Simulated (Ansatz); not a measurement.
**Relaxation of cell and atoms of BaGe3Pt (I4mm, 5 atoms in the cell) at several settings**

```yaml
crystal:
  lattice:
    - [-2.30764, 2.30764, 5.16326]
    - [2.30764, -2.30764, 5.16326]
    - [2.30764, 2.30764, -5.16326]
  atoms:
    - { symbol: Ba, position: [0.99989, 0.99989, 0.00000] }
    - { symbol: Ge, position: [0.24621, 0.74621, 0.50000] }
    - { symbol: Ge, position: [0.74621, 0.24621, 0.50000] }
    - { symbol: Ge, position: [0.60089, 0.60089, 0.00000] }
    - { symbol: Pt, position: [0.35152, 0.35152, 0.00000] }
```

Base: LDA (PW92), default PAW files made with PBE (Ansatz, a quantum-chemistry and plane-wave program). Its settings: basis.ecutwfc = 420 eV; kpoints.mp_grid.grid = 10 10 10; hamiltonian.xc = lda; hamiltonian.pseudopotentials = {kind: paw} (the program's default PAW files); scf.occupations.method = gaussian; scf.occupations.width = 0.272 eV. Starting volume 22.00 Å³ per atom.

Each line gives the change from the base single point and the result:

- hamiltonian.xc: lda → pbesol; relax: default → cell and atoms [DFT, PBEsol, plane waves, default PAW files made with PBE]: pressure 0.00 GPa; largest force (vector length) 0.007 eV/Å; final cell a = 6.027 Å, b = 6.027 Å, c = 6.027 Å, α = 135.64°, β = 135.64°, γ = 64.54°; final volume per atom 21.11 Å³; relaxation steps 6.
- relax: default → cell and atoms: pressure 0.02 GPa; largest force (vector length) 0.006 eV/Å; final cell a = b = c = 5.972 Å, α = β = 135.57°, γ = 64.64°; final volume per atom 20.58 Å³; relaxation steps 6; free energy against the base single point -25.6 meV/atom.
- relax: default → cell and atoms; relax.cell.p_target: default → -2 GPa: pressure -2.00 GPa; largest force (vector length) 0.009 eV/Å; final cell a = 6.0178 Å, b = 6.0178 Å, c = 6.0178 Å, α = 135.57°, β = 135.57°, γ = 64.64°; final volume per atom 21.06 Å³; relaxation steps 5; free energy against the base single point -22.5 meV/atom.

The starting cell comes from a database of computed structures (which also holds hypothetical and non-ambient phases and stackings), without a prior relaxation at this level. Its lattice was rescaled by a random factor within 2.5 % of one. Spin polarisation is off. Ansatz's pressure includes its estimate of the finite-basis (Pulay) stress.

Keys are those of Ansatz 0.2.
